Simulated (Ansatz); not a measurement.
Reference: SiC (P6_3mc), PBE with spin-orbit coupling, rigid bands (plane waves, PAW; Ansatz, a program for electronic structure); axes and stresses refer to this cell.

```
CELL_PARAMETERS angstrom
      3.07597     0.00000     0.00000
     -1.53798     2.66386     0.00000
      0.00000     0.00000     5.04775
ATOMIC_POSITIONS crystal
  Si 0.33333 0.66667 0.99959
  Si 0.66667 0.33333 0.49959
  C  0.33333 0.66667 0.37541
  C  0.66667 0.33333 0.87541
```

Seebeck coefficient, n-type 1e19 cm⁻³: -233 μV/K
electron mass along z: 0.27 mₑ
electron conductivity mass: 0.36 mₑ

After one change the values are Seebeck coefficient, n-type 1e19 cm⁻³ -317 μV/K; electron mass along z 0.97 mₑ; electron conductivity mass 0.33 mₑ. What was changed between the two runs?
(A) hydrostatic pressure of -10 GPa (compression positive)
(B) hydrostatic pressure of 20 GPa (compression positive)
(C) biaxial stress in the c plane of -15 GPa (compression positive)
(D) biaxial stress in the c plane of 5 GPa (compression positive)

C, biaxial stress in the c plane of -15 GPa (compression positive)

Masses are for dilute carriers at 300 K, harmonic means over directions unless an axis is named. Seebeck coefficients are for the stated density at 300 K, with one relaxation time for all states and whether or not that doping can be reached. Stresses and pressures are the targets of the relaxation.  The structure type is held under load, also where the real crystal would transform.
